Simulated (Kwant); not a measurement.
Device: quantum point contact (saddle potential) in a GaAs two-dimensional gas. Effective mass 0.067 mₑ, grid spacing 8.3 nm, hard walls, nominal width 200 nm (25 grid rows, so walls 215.8 nm apart), one parabolic valley, scattering region 600 nm long along x; energies count from the band bottom; Fermi energy 0.00376 eV. Potential (V0 + ½k y²) cos²(πx/L) for |x| < L/2, with V0 swept from 0.003948 to 0 eV, k = 4.5e-06 eV/nm², L = 420 nm.

Constants are typed, rounded textbook-type inputs, not results; the design itself was drawn at random and stands for no fabricated device.

Kwant, effective-mass tight-binding model on a square grid, one spin, coherent transport at 0 K. Conductance is in e²/h.

Sweep values stay those of the base run.

The Fermi energy was swept, all else fixed.

```json
[
 {"Fermi energy (eV)": "0.0019", "G (e²/h) at V0 = 2.975 meV": "2.3e-10", "G (e²/h) at V0 = 2.003 meV": "7.0e-7", "mean G (e²/h) over the sweep": "0.20", "G (e²/h) at V0 = 1.030 meV": "0.028"},
 {"Fermi energy (eV)": "0.0026", "G (e²/h) at V0 = 2.975 meV": "4.2e-7", "G (e²/h) at V0 = 2.003 meV": "0.0029", "mean G (e²/h) over the sweep": "0.38", "G (e²/h) at V0 = 1.030 meV": "1.00"},
 {"Fermi energy (eV)": "0.0032", "G (e²/h) at V0 = 2.975 meV": "0.00018", "G (e²/h) at V0 = 2.003 meV": "0.71", "mean G (e²/h) over the sweep": "0.53", "G (e²/h) at V0 = 1.030 meV": "1.00"},
 {"Fermi energy (eV)": "0.00376", "G (e²/h) at V0 = 2.975 meV": "0.041", "G (e²/h) at V0 = 2.003 meV": "1.00", "mean G (e²/h) over the sweep": "0.78", "G (e²/h) at V0 = 1.030 meV": "1.00"},
 {"Fermi energy (eV)": "0.0045", "G (e²/h) at V0 = 2.975 meV": "0.98", "G (e²/h) at V0 = 2.003 meV": "1.00", "mean G (e²/h) over the sweep": "1.15", "G (e²/h) at V0 = 1.030 meV": "1.80"},
 {"Fermi energy (eV)": "0.0056", "G (e²/h) at V0 = 2.975 meV": "1.00", "G (e²/h) at V0 = 2.003 meV": "1.91", "mean G (e²/h) over the sweep": "1.60", "G (e²/h) at V0 = 1.030 meV": "2.00"},
 {"Fermi energy (eV)": "0.0075", "G (e²/h) at V0 = 2.975 meV": "2.00", "G (e²/h) at V0 = 2.003 meV": "2.44", "mean G (e²/h) over the sweep": "2.50", "G (e²/h) at V0 = 1.030 meV": "3.00"}
]
```

From the first row to the last the G at V0 = 2.975 meV goes from 2.3e-10 to 2.00. From the first row to the last the G at V0 = 2.003 meV goes from 7.0e-7 to 2.44.
